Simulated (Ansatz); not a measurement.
# Mo, element substitutions

Take Mo in the bcc (W type) structure (space group Im-3m, No. 229; a = 3.130 Å) as the base.

Each row replaces one element on all its sites; cell and atoms are relaxed.

Method: PBEsol (Ansatz, a first-principles code), no SOC, earlier PAW set.

Candidates:
(a) Mo → Fe
(b) Mo → Re
(c) Mo → W

Base values:

Volume per atom: 15.33 Å³

### Question
Order them by volume per atom, highest first.

### Answer
(c) Mo → W (15.69 Å³), (b) Mo → Re (14.68 Å³), (a) Mo → Fe (10.82 Å³)

Other magnetic orders, which the real material may have, were not ruled out. No phonon test of stability was made. For Re in this form, whether it has been made was not checked. Spin-polarised in the final run: Fe; the other runs are not. This is not the structure that Re has at room temperature and ambient pressure.
